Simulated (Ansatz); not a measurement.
For GaP (model structure, started from the WC type, P-6m2, No. 187, 2 atoms in the cell), PBE in Ansatz (plane waves, PAW) gives:

| Quantity | Result |
|---|---|
| lattice constant a | 3.632 Å |
| lattice parameter c | 3.132 Å |

Task: What does r²SCAN (plane waves, PAW; Ansatz, a quantum-chemistry and plane-wave program) give for the same quantities?

Result: 
- lattice constant a: 3.598 Å (shrinks by 0.9 %)
- lattice parameter c: 3.110 Å (falls by 0.7 %)

Changes are worked out from the printed values.

Unless a cell is named, each level is at its own relaxed cell (PBE 17.88, r²SCAN 17.44 Å³/atom).

Ansatz's density-functional and Hartree–Fock values are scalar-relativistic unless marked +SOC, with PAW data made under PBE.

A model structure was made by putting elements into a prototype or built by hand; it is no filed structure, need not be a known phase, and can be a saddle point held by its symmetry.
